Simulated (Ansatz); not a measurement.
**How far a parabola holds: energy against volume of A15 Mo3Si**

A15 Mo3Si, treated with PBEsol (plane waves, PAW; Ansatz, an electronic-structure program). Numerical settings: plane-wave cutoff 520 eV, 12×12×12 k mesh, Fermi–Dirac smearing 0.05 eV, no spin polarisation, scalar-relativistic PAW data made under PBE. The cell has no free parameter but its volume, all volumes share cutoff and mesh, and the runs aren't spin-polarised. Energies are free energies at the run's smearing, counted from the lowest row; static lattice.

| V (Å³/atom) | E (meV/atom) |
|---|---|
| 13.495 | ? |
| 13.782 | 20.68 |
| 14.069 | 5.00 |
| 14.357 | 0.00 |
| 14.644 | 4.62 |
| 14.931 | 17.88 |

The 5 complete rows are fitted with a parabola, E against V. With u = V - 14.4, the rows have u = -0.6180, -0.3310, -0.0430, 0.2440, 0.5310. Least squares gives E = 0.008 + 3.004·u + 58.445·u². Residuals (row less fit): 0.207, -0.417, 0.013, 0.399, -0.202; standard error 0.457 (degrees of freedom: 2). The fitted curve has its minimum at V = 14.4, where E = -0.03. Its curvature is d²E/dV² = 2 × 58.445 meV/Å⁶, so B = V0·d²E/dV² × 0.1602 = 269 GPa.

### Question
What does the fit predict for E at V = 13.495, and how far is the calculated value from it?

### Answer
u = -0.9050, so E = 0.008 + 3.004 × (-0.9050) + 58.445 × (-0.9050)² = 45.157 meV/atom. The calculation gives 48.23 meV/atom, 3.073 meV/atom above the prediction (6.4 % of the range of E in the table). The row lies outside the fitted rows, so this is an extrapolation. From the scatter of the fitted rows alone, a prediction at this place has a standard error of 1.080 meV/atom, so the miss is 2.8 times that.

The residuals are curvature that a parabola lacks, not noise. A solid that stiffens under compression and softens on expansion lies above the parabola at the compressed end and under it at the expanded end, as this row does. A third-order Birch-Murnaghan fit to the whole scan has B0 = 268 GPa. Only scans are tabulated whose curvature falls smoothly with volume, and where the parabola meets the shown rows within 5 % of their range and misses the end by 0.1 meV or more.
